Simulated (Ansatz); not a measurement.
A computed series for hypothetical zinc blende KF: pressure series

Base system: KF in the zinc blende structure (space group F-43m, No. 216; a = 5.8726 Å; a hypothetical phase, not in the database extracts checked).

Cell and atoms are relaxed at each pressure.

Method: plane-wave PAW DFT at the r2SCAN level (Ansatz, an electronic-structure program, 500 eV), no spin-orbit coupling.

Notes on the quantities. enthalpy: H = E + PV relative to the base's energy.

```csv
variant,enthalpy,volume per atom,width of the top valence band,band gap
base,–,25.32 Å³,0.21 eV,5.75 eV
pressure −2 GPa,-0.33 eV/atom,28.34 Å³,0.13 eV,5.47 eV
pressure −1 GPa,-0.16 eV/atom,26.59 Å³,0.17 eV,5.63 eV
pressure 1.8 GPa,+0.27 eV/atom,23.69 Å³,0.27 eV,5.91 eV
pressure 4.2 GPa,+0.62 eV/atom,22.17 Å³,0.34 eV,[?]
pressure 9 GPa,+1.25 eV/atom,20.17 Å³,0.47 eV,6.32 eV
pressure 18 GPa,+2.31 eV/atom,17.92 Å³,0.69 eV,6.62 eV
pressure 30 GPa,+3.58 eV/atom,16.11 Å³,[?],6.87 eV
pressure 45 GPa,+5.02 eV/atom,14.65 Å³,1.27 eV,7.09 eV
pressure 60 GPa,+6.34 eV/atom,[?],1.56 eV,7.25 eV
```

### Question
Fill in the withheld entries from the trend.

### Answer

- pressure 4.2 GPa, band gap: 6.08 eV
- pressure 30 GPa, width of the top valence band: 0.96 eV
- pressure 60 GPa, volume per atom: 13.62 Å³

Load acts through the strain it causes; cell and atoms are relaxed under it. Stability against distortions was not tested. Competing high-pressure phases were not computed.
